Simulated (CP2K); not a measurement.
A self-consistent single point of Ga2O3 (R-3c, 10 atoms in the cell) with CP2K.

Method of the run: PBE, GPW, DZVP-MOLOPT-SR-GTH basis, GTH-PBE potentials (GTH_POTENTIALS) (CP2K 2026.2).

```
CELL_PARAMETERS angstrom
      5.21706     0.00000     0.00000
      2.92537     4.31971     0.00000
      2.92537     1.55196     4.03129
ATOMIC_POSITIONS crystal
  Ga 0.85559 0.85559 0.85559
  Ga 0.14441 0.14441 0.14441
  Ga 0.64441 0.64441 0.64441
  Ga 0.35559 0.35559 0.35559
  O  0.75000 0.44684 0.05316
  O  0.25000 0.55316 0.94684
  O  0.05316 0.75000 0.44684
  O  0.94684 0.25000 0.55316
  O  0.44684 0.05316 0.75000
  O  0.55316 0.94684 0.25000
```

Reference input (self-consistent single point, DFT PBE, GPW, DZVP-MOLOPT-SR-GTH basis, GTH-PBE potentials (GTH_POTENTIALS)): CUTOFF = 600 Ry; REL_CUTOFF = 60 Ry; KPOINTS/SCHEME = MONKHORST-PACK 4 4 4; GAMMA_CENTERED = T; XC_FUNCTIONAL = PBE; Ga/BASIS_SET = DZVP-MOLOPT-SR-GTH-q13; Ga/POTENTIAL = GTH-PBE-q13; O/BASIS_SET = DZVP-MOLOPT-SR-GTH-q6; O/POTENTIAL = GTH-PBE-q6; METHOD = GPW; EPS_DEFAULT = 1e-10; NGRIDS = 5. This run's input differs from it in these lines:

```diff
@@ -16,3 +16,3 @@
     &MGRID
-      CUTOFF 600
+      CUTOFF 690
       REL_CUTOFF 60
```

Output (repeated stretches shortened):

```
 SCF WAVEFUNCTION OPTIMIZATION

  Step     Update method      Time    Convergence         Total energy    Change
     1 NoMix/Diag. 0.30E+00      -     1.85851741      -395.7266112912 -3.96E+02
     2 Broy./Diag. 0.30E+00      -     0.12235053      -384.9353111749  1.08E+01
     3 Broy./Diag. 0.30E+00      -     0.15146475      -391.3899965900 -6.45E+00
     4 Broy./Diag. 0.30E+00      -     0.01970824      -395.1219891522 -3.73E+00
     5 Broy./Diag. 0.30E+00      -     0.01765668      -394.6446932314  4.77E-01
     6 Broy./Diag. 0.30E+00      -     0.00113621      -394.7704416910 -1.26E-01
   [... 7 lines left out ...]
    14 Broy./Diag. 0.30E+00      -     0.00000294      -394.7494414051 -4.98E-05
    15 Broy./Diag. 0.30E+00      -     0.00000099      -394.7494378660  3.54E-06
    16 Broy./Diag. 0.30E+00      -     0.00000049      -394.7494427543 -4.89E-06
    17 Broy./Diag. 0.30E+00      -     0.00000010      -394.7494459738 -3.22E-06
  *** SCF run converged in    17 steps ***

  Overlap energy of the core charge distribution:               0.00000001956883
  Self energy of the core charge distribution:               -638.33291439060883
  Core Hamiltonian energy:                                    190.36436130316963
  Hartree energy:                                             115.95148330936991
  Exchange-correlation energy:                                -62.73237621533173

  Total energy:                                              -394.74944597383222

                     Mulliken Population Analysis

 #  Atom  Element  Kind  Atomic population                           Net charge
       1     Ga       1         12.155180                              0.844820
       2     Ga       1         12.155179                              0.844821
   [... lines left out ...]

 STRESS| Analytical stress tensor [bar]
 STRESS|                        x                   y                   z
 STRESS|      x        2.81418784581E+05  -1.33212413465E+04  -9.14601048177E+03
 STRESS|      y       -1.33212413465E+04   2.99461027542E+05  -4.85226031701E+03
 STRESS|      z       -9.14601048177E+03  -4.85226031701E+03   3.03197082142E+05
 STRESS| 1/3 Trace                                             2.94692298089E+05
```

The run converged in 17 iterations. Against the reference run the free energy stays essentially unchanged (within 1 meV/atom), the pressure hardly changes (29.44 to 29.47 GPa), the largest force goes from 0.043 to 0.106 eV/Å and the gap on the mesh stays at 3.483 eV.

The starting cell comes from a database of computed structures (which also holds hypothetical and non-ambient phases and stackings), without a prior relaxation at this level. Its lattice was rescaled by a random factor within 2.5 % of one. Values carry the incompleteness of an atom-centred basis.

Cost on one core of a shared machine: roughly 6 min.
